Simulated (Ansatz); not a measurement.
Consider this model of amorphous Hf18O36H.

```xyz
55
Lattice="8.8949 -0.0568 0.0467 -0.0568 8.6336 -0.0974 0.0467 -0.0974 9.1392" Properties=species:S:1:pos:R:3 pbc="T T T"
Hf     6.6483     8.2731     2.4666
Hf     0.9105     0.3451     1.5450
Hf     6.8521     1.1516     8.7339
Hf     3.8567     2.2602     1.5527
Hf     3.6478     4.8642     4.3889
Hf     1.3151     5.9085     6.5587
Hf     7.7458     6.1002     8.9421
Hf     0.4012     0.3977     6.7317
Hf     3.6162     8.0742     3.9560
Hf     0.8196     2.9675     8.8454
Hf     3.9614     8.1018     7.7153
Hf     0.7182     6.0679     3.1883
Hf     6.9592     3.5275     2.2125
Hf     4.3083     5.6399     1.3342
Hf     6.9506     6.7377     5.6126
Hf     2.5305     2.1386     5.2781
Hf     5.9149     1.6215     5.7557
Hf     4.7484     4.2888     7.5334
O      1.9112     3.8281     4.5167
O      2.3155     6.5500     4.7466
O      8.7591     5.6070     5.2077
O      2.6898     5.3788     2.5015
O      8.3956     7.1316     7.2355
O      3.4346     1.4767     3.3960
O      0.0694     7.0221     1.2089
O      7.7350     3.0178     0.3053
O      5.4596     2.3477     7.7565
O      1.7613     2.2797     1.2571
O      1.9991     7.7079     7.2516
O      6.6780     7.9820     0.3622
O      4.9582     6.3937     4.9434
O      8.2499     0.9575     2.4961
O      8.7039     4.4086     2.4678
O      3.7069     0.6894     0.2295
O      7.7245     1.6445     6.7784
O      4.2494     6.2959     8.5902
O      1.9371     7.9160     2.7048
O      5.9183     8.4083     6.9922
O      0.5447     4.9319     8.2658
O      3.7959     3.8853     0.2078
O      4.5299     3.2481     5.5497
O      1.6270     2.2310     7.1540
O      6.3653     5.2254     1.0585
O      4.6939     7.3979     2.3209
O      4.8623     4.0061     2.7474
O      5.7816     0.2985     4.2278
O      7.0001     2.9150     4.3088
O      6.4760     5.3458     7.2544
O      1.2298     0.7005     4.9729
O      3.8711     0.5790     5.9266
O      3.0749     4.9310     6.6319
O      0.1282     0.8426     8.8154
O      5.8747     1.7573     1.5133
O      7.5690     6.9290     3.5838
H      7.9086     3.0730     4.6265
```

These are PBE, scalar-relativistic without spin-orbit coupling (plane waves to 420 eV, PAW; Ansatz, a program for electronic structure) values and carry that method's errors. The usual formal charges leave 1 electrons over, so the level spacing at the Fermi energy parts defect or band states and needn't be the band gap. In the spin-polarised cell the level spacing at the Fermi energy can part levels of unlike spin.

Preparation: random packing, a CHGNet melt and quench, and a DFT relaxation. O atoms were pushed apart under 1.9 Å during the dynamics, to hinder bonds among them. The hot cell started wider than the set density and was brought back towards it in steps. It is the lowest in DFT energy of 2 quenches. It is a model cell: composition and starting density were chosen by hand, and all elements were melted together. No dispersion term was used. Its density started from a set value of 8.94 and ended at 8.97 g/cm³. The quench (nominally 630 K/ps over its main leg) was far faster than any real one, so the model tends to hold more defects than a real film. A cell of this size samples the disorder only roughly. Volume and shape were free in the relaxation.

Bonds are counted up to Hf-Hf 3.34 Å, Hf-O 2.60 Å, Hf-H 2.27 Å, O-O 1.58 Å, O-H 1.16 Å, H-H 0.90 Å. Two cations that share two anions don't count as bonded, nor two that share one unless they lie closer than Hf-Hf 3.25 Å.

Problem. Give the coordination numbers, mean bond lengths and angles.

Solution. 
```
Property                                                           Value
---------------------------------  -------------------------------------
Mean coordination of Hf by anions   6.11 (3 with 5, 10 with 6, 5 with 7)
Mean coordination of O              3.08 (5 with 2, 23 with 3, 8 with 4)
Mean coordination of H                                   1.00 (1 with 1)
Mean Hf-O bond                     2.138 Å (spread 0.109 Å, 110 counted)
Bond angle at Hf                               mean 102.8°, spread 29.0°
Bond angle at O                                mean 114.3°, spread 16.9°
```

Problem. List the pairs of like atoms that count as bonded by the rules above.

Solution. There are none by these rules.
